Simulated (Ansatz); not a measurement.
# A computed series for SiC: response to strain

Base system: SiC in the zinc blende structure (space group F-43m, No. 216; a = 4.356 Å). Axes: x, y, z lie along the cube axes.

Strains are applied to the cell and any free atomic positions relax.

All numbers come from r2SCAN (Ansatz, a quantum-chemistry and plane-wave program, PAW, scalar-relativistic without spin-orbit coupling).

Candidates:
(a) strain tensor (xx, yy, zz, yz, xz, xy) = (+0.65, +0.45, +0.85, +0.72, −0.29, +0.09) %
(b) strain tensor (xx, yy, zz, yz, xz, xy) = (−1.57, +0.90, −0.58, +0.34, −1.14, −0.42) %
(c) isotropic strain −5.10 %

Notes on the quantities. energy relative to the base: free energy F.

Problem. Order them by energy relative to the base, highest first.

Solution. (c) isotropic strain −5.10 % (+199 meV/atom), (b) strain tensor (xx, yy, zz, yz, xz, xy) = (−1.57, +0.90, −0.58, +0.34, −1.14, −0.42) % (+9.6 meV/atom), (a) strain tensor (xx, yy, zz, yz, xz, xy) = (+0.65, +0.45, +0.85, +0.72, −0.29, +0.09) % (+4.8 meV/atom)

Stability against distortions was not tested.
